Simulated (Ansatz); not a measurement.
We consider TaAg (model structure, P4/mmm, No. 123, 2 atoms in the cell), described by LDA (PAW; Ansatz, a quantum-chemistry and plane-wave program).

Numerical settings: plane-wave cutoff 520 eV, 20×20×14 k mesh (along the axes of the cell as run), Fermi–Dirac smearing 0.05 eV, no spin polarisation, scalar-relativistic PAW data made under PBE.

Cell (relaxed at this level):

```cif
data_AgTa
_chemical_formula_sum 'Ag1 Ta1'
_space_group_name_H-M_alt 'P 1'
_space_group_IT_number 1
_cell_length_a 2.75430
_cell_length_b 2.75430
_cell_length_c 4.32265
_cell_angle_alpha 90.000
_cell_angle_beta 90.000
_cell_angle_gamma 90.000
loop_
_space_group_symop_operation_xyz
  'x, y, z'
loop_
_atom_site_label
_atom_site_type_symbol
_atom_site_fract_x
_atom_site_fract_y
_atom_site_fract_z
_atom_site_occupancy
Ag1 Ag 0.00000 0.00000 0.00000 1
Ta1 Ta 0.50000 0.50000 0.50000 1
```

Problem. Estimate the bulk modulus B0 that the calculation returns.

Solution. 
bulk modulus B0: 191 GPa

The run finds no gap.

Note: the bulk modulus is −V dP/dV from two relaxed cells at ±2 % in volume; the relaxation could raise the start's symmetry but not lower it, so the cell can be a saddle point.

Spin–orbit coupling is not included.

Static lattice: no zero-point or thermal effects.

A model structure was made by putting elements into a prototype or built by hand; it is no filed structure, need not be a known phase, and can be a saddle point held by its symmetry.
